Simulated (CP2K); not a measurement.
Band structure of ScAl₃ (Pm-3m, 4 atoms in the cell).

```xyz
4
Lattice="3.9979 0.0000 0.0000 0.0000 3.9979 0.0000 0.0000 0.0000 3.9979" Properties=species:S:1:pos:R:3 pbc="T T T"
Sc     0.0000     0.0000     0.0000
Al     1.9989     0.0000     1.9989
Al     0.0000     1.9989     1.9989
Al     1.9989     1.9989     0.0000
```

Method: CP2K with PBE, GPW, DZVP-MOLOPT-PBE-GTH basis, GTH-PBE potentials (POTENTIAL_UZH).

Settings: CUTOFF = 600 Ry; REL_CUTOFF = 50 Ry; SMEAR/METHOD = FERMI_DIRAC; ELECTRONIC_TEMPERATURE = 1160.45 K; KPOINTS/SCHEME = MONKHORST-PACK 7 7 7; XC_FUNCTIONAL = PBE; Sc/BASIS_SET = DZVP-MOLOPT-PBE-GTH-q11; Sc/POTENTIAL = GTH-PBE-q11; Al/BASIS_SET = DZVP-MOLOPT-PBE-GTH-q3; Al/POTENTIAL = GTH-PBE-q3; METHOD = GPW; EPS_DEFAULT = 1e-10; EXTRAPOLATION = USE_GUESS; NGRIDS = 5.

The starting cell comes from a database of computed structures (which also holds hypothetical and non-ambient phases and stackings), without a prior relaxation at this level. Its lattice was rescaled by a random factor within 2.5 % of one. Values carry the incompleteness of an atom-centred basis.

Levels in eV from the Fermi level, bands 7 to 12:
```
point      7      8      9     10     11    12
-----  -----  -----  -----  -----  -----  ----
Γ      -2.66  -1.80  -1.80  -1.80   1.41  1.41
X      -1.77  -1.77  -1.56   1.16   1.16  1.30
M      -5.70  -4.46  -0.52  -0.52   1.27  1.54
R      -4.86  -4.70  -2.98  -2.98  -2.98  1.19
```

Bands cross the Fermi level along this path, so the cell is metallic at this level.

Higher empty bands are left out: an atom-centred basis made for the valence describes them poorly.
